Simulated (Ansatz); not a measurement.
The starting structures come from a database of crystals and need not be the phases stable at ambient conditions.

# Evanescent states of KRb2ScF6 (I4/m, not sure to be the ambient phase, 10 atoms a cell, 17.9 Å³ an atom) along the normal of (100)

Method: r2SCAN (plane waves, PAW; Ansatz, a quantum-chemistry and plane-wave program).

The gap is the functional's own, uncorrected, and κ follows it; spin-orbit coupling is left out. Mid-gap values are interpolated between the computed energies.

Energies count from the valence-band top; κ is the least over a 6×4 mesh across the current.

```csv
E (eV),κ (1/Å),where
0.17,0.309,Γ
0.51,0.400,Γ
0.85,0.457,Γ
1.19,0.496,Γ
1.53,0.523,Γ
1.87,0.541,Γ
2.21,0.553,Γ
2.55,0.559,Γ
2.89,0.561,Γ
3.23,0.560,Γ
3.57,0.555,Γ
3.91,0.547,Γ
4.25,0.536,Γ
4.59,0.521,Γ
4.93,0.504,Γ
5.27,0.482,Γ
5.61,0.456,Γ
5.95,0.425,Γ
6.29,0.388,Γ
6.63,0.342,Γ
6.97,0.283,Γ
7.31,0.199,Γ
```

### Question
How thick must the barrier be to attenuate the transmission by 10^6 when the electrodes' Fermi level lies at 5.61 eV, and what attenuation does that film give at 1.53 eV?

### Answer
d = 6 ln 10 / (2 × 0.456) = 15.1 Å. At 1.53 eV it gives 6 × 0.523/0.456 = 6.9 decades.
